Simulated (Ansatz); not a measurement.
Be on the B site (Be_B) in bulk hexagonal BN (AA') (start: the B site; 128-site cell, 2×2×2 Γ-centred sampling). These are PBE-D3(BJ), PAW (plane waves to 420 eV; Ansatz, a first-principles code) values and carry that method's errors. Total energies of the localised charge states, counted from that of charge 0, and their image corrections (point charge with alignment); the host's valence-band maximum lies at 4.807 eV on the cells' energy zero and its gap is 4.23 eV.

| charge | moment (μB) | E − E(first) (eV) | correction (eV) |
|---|---|---|---|
| 0 | 1.0 | 0.000 | 0.000 |
| −1 | not spin-polarised | 5.125 | 0.195 |

Task: Derive the transition levels above the valence-band maximum and say which of them are thermodynamic.

Result: A level is the Fermi energy at which two charges have equal formation energy: ε(q/q′) = [E(q′) + corr(q′) − E(q) − corr(q)] / (q − q′) − E_VBM.
ε(0/−1) = [(5.125 + 0.195) − (0.000 + 0.000)] / 1 − 4.807 = 0.51 eV
Thermodynamic levels at least 0.1 eV inside the gap: (0/−1) at 0.51 eV. They hold to tenths of an eV in this cell. Charges from +1 to −1 were run; one beyond them could lie lower near a band edge. At charge +1 the carrier sat in host band states, shallow at most. Flagged in the runs: a doubtful potential alignment, a strain field that reaches the edge of the cell.
